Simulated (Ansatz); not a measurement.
# Zr (P6_3/mmc): band-structure transport figures

Input:

```yaml
crystal:
  lattice:
    - [3.17192, 0.00000, 0.00000]
    - [-1.58596, 2.74697, 0.00000]
    - [0.00000, 0.00000, 5.18993]
  atoms:
    - { symbol: Zr, position: [0.33333, 0.66667, 0.25000] }
    - { symbol: Zr, position: [0.66667, 0.33333, 0.75000] }
```

Computed with PBEsol, rigid bands (plane waves, PAW, scalar-relativistic; Ansatz, a quantum-chemistry and plane-wave program). Condition of this run: uniaxial stress zz = -2 GPa (compression positive) (the target of the relaxation). Cell: cell and atoms relaxed with PBEsol, then loaded as said.

| Quantity | Value |
|---|---|
| density of states at the Fermi level | 2.09 states/(eV·cell), both spins |
| bare Sommerfeld coefficient | 2.5 mJ/(mol of atoms·K²) |
| Drude plasma energy | 3.9 (x), 3.9 (y), 4.5 (z) eV |
| root-mean-square Fermi velocity | 3.7e5 m/s |
| resistivity times τ | 32 (x), 32 (y), 24 (z) ×10⁻²² Ω·m·s |

A metal at this level (no band gap); rigid bands, thermally averaged at 300 K, both spins. Spin-orbit coupling is left out. τ is one relaxation time for all states.
